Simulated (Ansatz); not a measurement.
Consider MnCdO₃ in the cubic perovskite structure (space group Pm-3m, No. 221; ferromagnetic; a model cell, its experimental status unchecked).

```
MnCdO3
1.0
    3.71742     0.00000     0.00000
    0.00000     3.71742     0.00000
    0.00000     0.00000     3.71742
Cd Mn O
1 1 3
Direct
  0.00000   0.00000   0.00000
  0.50000   0.50000   0.50000
  0.00000   0.50000   0.50000
  0.50000   0.50000   0.00000
  0.50000   0.00000   0.50000
```

Level of theory: PBEsol (Ansatz, a program for electronic structure), scalar-relativistic without spin-orbit coupling.

Before the change:

| Property | Value |
|---|---|
| Lattice parameter a | 3.717 Å |
| Largest site moment | 2.29 μB |

It is then changed as follows: every O is replaced by S; the structure is relaxed again.

Tabulated Pauling electronegativity and covalent radius: O 3.44, 0.66 Å; S 2.58, 1.05 Å.

Q: Estimate the effect on the lattice parameter a.

A: The lattice parameter a increases by 0.801 Å to 4.518 Å.

Q: What does the calculation give for the largest site moment after the change?

A: The largest site moment goes up by 0.39 μB (2.29 μB → 2.68 μB).

Stability against distortions was not tested. As relaxed here, MnCdS3 is a hypothetical phase, not in the database extracts checked. No Hubbard U is applied and the magnetic state is the run's own (MnCdO3 ferromagnetic); other magnetic orders, which need larger cells, were not tried and can change the gap. Many cubic perovskites are stable only at high temperature; tilts and polar distortions were not tested.
